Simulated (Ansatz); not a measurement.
The starting structures come from a database of crystals and need not be the phases stable at ambient conditions.

By PBEsol, the system below comes out a metal.

Without scattering a metal conducts by its projected Fermi surface.

Data:

```yaml
crystal:
  lattice:
    - [4.03919, 0.00000, 0.00000]
    - [0.69791, 3.97844, 0.00000]
    - [1.67064, -1.98922, 2.59770]
  atoms:
    - { symbol: Y, position: [0.00000, 0.00000, 0.00000] }
    - { symbol: C, position: [0.39531, 0.39531, 0.00000] }
    - { symbol: C, position: [0.60469, 0.60469, 0.00000] }
```

Space group of this cell: I4/mmm. The cell is taken as given; by PBEsol its mean pressure is -3.1 GPa.

The current flows along the normal of the first two printed cell vectors, the (110) plane of the conventional cell. No spin-orbit coupling; the value is a mean over 0.1 eV about the Fermi level.

Problem. Predict the ballistic conductance per area from PBEsol (Ansatz, a first-principles code).

Solution. 0.63 × 10¹⁵ S/m² for both spins.
